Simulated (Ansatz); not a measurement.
The cell is made up: elements placed on another compound's structure type, so the phase may be hypothetical.

By PBEsol, the system below comes out a metal.

A figure of merit of an interconnect metal is its ballistic conductance per area.

Data:

```
AlRu2B2
1.0
    2.92925     0.00000     0.00000
   -1.46463     6.32386     0.00000
    0.00000     0.00000     2.80235
Al Ru B
1 2 2
Cartesian
  0.00000   0.00000   0.00000
  0.00000   4.54106   1.40118
  1.46463   1.78280   1.40118
  0.00000   2.65736   0.00000
  1.46463   3.66650   0.00000
```

Space group of this cell: Cmmm. The cell was relaxed by PBE-D3(BJ).

The current flows along the normal of the first two printed cell vectors. No spin-orbit coupling; the value is a mean over 0.1 eV about the Fermi level.

**Question.** Estimate the ballistic conductance per area that Ansatz (an electronic-structure program) with PBEsol returns for this system.

**Answer.** 0.76 × 10¹⁵ S/m² for both spins.
